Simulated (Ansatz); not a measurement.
Ti₂GeC (P6_3/mmc), PBEsol, DFPT electron-phonon coupling, linearised Boltzmann equation run with Ansatz (a first-principles code): phonon-limited resistivity 19.0 μΩ·cm at 300 K along z (a = (3.06, 0.00, 0.00) Å; b = (-1.53, 2.65, 0.00) Å; c = (0.00, 0.00, 12.86) Å), 26.9 μΩ·cm at 400 K, current-weighted mean free path 8.3 nm, Drude plasma energy 4.11 eV.

Q: What is the classical skin depth at 1 GHz (nonmagnetic, μ₀ = 1.257×10⁻⁶ H/m)?

A: δ = √(ρ/(π f μ₀)) = 6940 nm.

Q: What Drude relaxation time do resistivity and plasma energy imply?

A: ω_p = 6.24e15 s⁻¹, so τ = 1/(ε₀ ω_p² ρ) = 15.2 fs, a damping ħ/τ of 43.2 meV.

Q: Estimate the electronic thermal conductivity at 300 K by the Wiedemann-Franz law (L₀ = 2.44×10⁻⁸ W·Ω/K²).

A: L₀T/ρ = 2.44×10⁻⁸ × 300/(19.0×10⁻⁸) = 38.5 W/(m·K). Inelastic scattering puts the true Lorenz number somewhat under L₀ near and below the Debye temperature.

A metal at this level (no band gap). Only scattering by harmonic phonons is included (no impurities, grain boundaries, electron-electron scattering or thermal expansion). Spin-orbit coupling is left out. Halving the electron mesh (32x32x8) moves the resistivity by up to 5 % at 300 K, the mean free path by up to 9 %. Smearing 0.20 eV; phonons on a 5x5x1 q mesh, which this run doesn't test.

Computed structure with no diffraction record at hand here (it may be known, metastable or hypothetical): Ti2GeC (P6_3/mmc).
